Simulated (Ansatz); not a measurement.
## Hf2Si (model structure, started from the Ca2N type, R-3m, No. 166, 3 atoms in the cell): properties by level of theory

```
level (code)           lattice parameter a (Å)  c axis length (Å)  cohesive energy (eV/atom)
---------------------  -----------------------  -----------------  -------------------------
LDA (Ansatz)                             3.672             15.191                       7.03
PBE (Ansatz)                             3.753             15.504                       6.02
PBE-D3(BJ) (Ansatz)                      3.706                  ?                          ?
r²SCAN (Ansatz)                          3.749             15.374                          ?
r²SCAN+rVV10 (Ansatz)                    3.735                  ?                       6.31
```

### Question
What belongs in the gaps?

### Answer

- PBE-D3(BJ) (Ansatz, a program for electronic structure), c axis length (Å): 15.404
- PBE-D3(BJ) (Ansatz), cohesive energy (eV/atom): 6.45
- r²SCAN (Ansatz), cohesive energy (eV/atom): 6.04
- r²SCAN+rVV10 (Ansatz), c axis length (Å): 15.342

Ansatz's density-functional and Hartree–Fock values are scalar-relativistic unless marked +SOC, with PAW data made under PBE.

Free atoms are spin-polarised, in the lowest state found; at levels without +SOC their spin–orbit coupling is left out.

A model structure was made by putting elements into a prototype or built by hand; it is no filed structure, need not be a known phase, and can be a saddle point held by its symmetry.
